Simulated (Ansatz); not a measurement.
System: B-vacancy pair (B on one host Si site, one Si site vacant) in silicon (charge state +1). Level of theory: PBE, PAW (plane waves to 420 eV; Ansatz, a program for electronic structure).

Settings: 216 host sites, the relaxed PBE lattice, one k-point at (0.250, 0.250, 0.250), smearing 0.01 eV, spin-restricted, no image-charge correction. Static, classical nuclei. The charge state is imposed; whether it is stable for some Fermi level was not computed. Forms of the defect that were not tried may lie lower.

Barriers: single points on a 2×2×2 k-point mesh shifted by half a step at the bands' geometries (they differ from the bands' own by up to 0.09 eV, and are uncertain by about as much).

A. one Si atom jumps into the vacancy from a nearby Si site (B-vacancy distance between ideal sites 3.87 → 4.54 Å); the atom moves 2.37 Å along (0.25, 0.23, -0.27) of the unit cell; the moving atom starts with neighbours Si at 2.36, Si at 2.38, Si at 2.39 Å and ends with Si at 2.36, Si at 2.37, Si at 2.39 Å; saddle order not checked.
B. one Si atom jumps into the vacancy from a nearby Si site (B-vacancy distance between ideal sites 3.87 → 5.96 Å); the atom moves 2.64 Å along (-0.26, -0.29, -0.29) of the unit cell; the moving atom starts with neighbours Si at 2.36, 2 Si at 2.38 Å and ends with 2 Si at 2.34, Si at 2.36 Å; saddle order not checked, on a symmetry element.

A band can be held on a symmetry element, so unchecked saddle points there may be too high.

**Question.** Put the candidates in order of forward barrier, lowest first, for PBE, PAW.

**Answer.** A (0.54 eV), B (0.78 eV)
